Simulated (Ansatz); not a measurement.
**BaTiO3: O → S**

Base system: BaTiO3 (space group P4mm, No. 99; a = 3.955 Å, c = 4.046 Å).

The change: S takes the place of O on all its sites; the structure is relaxed again.

Method: PBEsol/PAW in Ansatz (a quantum-chemistry and plane-wave program), no SOC, earlier PAW set. Γ-centred 10×10×10 mesh, Fermi–Dirac width 0.05 eV, for the changed cell.

The volume per atom goes up by 8.94 Å³ (12.66 Å³ → 21.60 Å³) and the density falls by 1.79 g/cm³ to 4.33 g/cm³. The lattice parameter a goes up by 0.796 Å, from 3.955 Å to 4.751 Å and the c/a ratio decreases by 0.016 to 1.007. The space group is still P4mm (No. 99) and the band gap becomes zero (base: 1.85 eV).

Final structure:

```xyz
5
Lattice="4.7513 0.0000 0.0000 0.0000 4.7513 0.0000 0.0000 0.0000 4.7851" Properties=species:S:1:pos:R:3 pbc="T T T"
Ti     2.3757     2.3757     2.1324
Ba     0.0000     0.0000     4.3966
S      2.3757     2.3757     4.4091
S      2.3757     0.0000     1.9622
S      0.0000     2.3757     1.9622
```

No phonon test of stability was made. As relaxed here, BaTiS3 is a hypothetical phase, not in the database extracts checked. The final runs are not spin-polarised. The zero or small gap of BaTiS3 can change with the level of theory.
